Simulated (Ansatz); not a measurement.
Where the default PAW files enter, the runs use the earlier of Ansatz's two default sets.

Input:

```yaml
crystal:
  lattice:
    - [3.20750, 0.00000, 0.00000]
    - [0.00000, 6.73847, 0.00000]
    - [0.00000, 3.36924, 3.36924]
  atoms:
    - { symbol: Sn, position: [0.50000, 0.50000, 0.00000] }
    - { symbol: Sn, position: [0.00000, 0.00000, 0.00000] }
    - { symbol: O, position: [0.50000, 0.80597, 0.00000] }
    - { symbol: O, position: [0.50000, 0.19403, 0.00000] }
    - { symbol: O, position: [0.00000, 0.30597, 0.38806] }
    - { symbol: O, position: [0.00000, 0.69403, 0.61194] }
```

Space group of this cell: P4_2/mnm, rutile. The cell is taken as given; by r2SCAN its mean pressure is -1.1 GPa.

Method: r2SCAN (plane waves, PAW; Ansatz, an electronic-structure program).

The current runs along the normal of the first two printed vectors; no spin-orbit coupling. Scaled by the factor s: all lengths (ions clamped). Meshes 10×10×10 and 10×6 across the current in all rows.

```tsv
s	mean pressure (GPa)	slowest mid-gap decay constant κ (1/Å)
0.98	13.7	?
1.00	-1.1	0.190
1.02	-11.9	0.138
```

Question: Take the slope of the slowest mid-gap decay constant κ against ln s from the two given rows, extrapolate to s = 0.98, and say what the run there gives.

Answer: Slope = (0.138 − 0.190) / ln 1.02 = -2.63 1/Å. The line gives 0.190 + (-2.63) × ln 0.98 = 0.243 1/Å. The run gives 0.240 1/Å, 0.003 1/Å under the line, 6 % of the predicted step.
